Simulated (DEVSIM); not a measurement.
Structure: Au/TiO2/p-In0.53Ga0.47As capacitor, at 300 K.

```
layer (left to right)        material  thickness (nm)  Na (cm⁻³)
---------------------  --------------  --------------  ---------
1                                TiO2            23.0          -
2                      In0.53Ga0.47As             340     2.8e18
```

Metal gate on the left, work function 5.1 eV. Fixed charge at the semiconductor interface -2e11 cm⁻² (in units of +e); no interface traps.

Constants are typed, rounded textbook-type inputs, not results; the design itself was drawn at random and stands for no fabricated device. Values at 300 K.

| parameter | TiO2 | In0.53Ga0.47As |
|---|---|---|
| gap (eV) | 3.2 | 0.74 |
| affinity (eV) | 3.9 | 4.51 |
| permittivity | 60 | 13.9 |
| Nc (cm⁻³) | - | 2.1e17 |
| Nv (cm⁻³) | - | 7.7e18 |

DEVSIM, 1D Poisson equation in equilibrium, Boltzmann statistics, complete ionisation; no quantum confinement or tunnelling. Metal contacts follow the ideal Schottky-Mott rule: no Fermi-level pinning, no interface dipoles.

The TiO2 thickness was swept, all else fixed.

| TiO2 thickness (μm) | minimum of the low-frequency capacitance (μF/cm²) | capacitance of the dielectric stack (μF/cm²) |
|---|---|---|
| 0.0092 | 0.595 | 5.77 |
| 0.013 | 0.576 | 4.09 |
| 0.016 | … | 3.32 |
| 0.02 | 0.531 | 2.66 |
| 0.023 | 0.519 | 2.31 |
| 0.028 | 0.492 | 1.90 |

Some entries are withheld; supply them.


- 0.016, minimum of the low-frequency capacitance (μF/cm²): 0.554
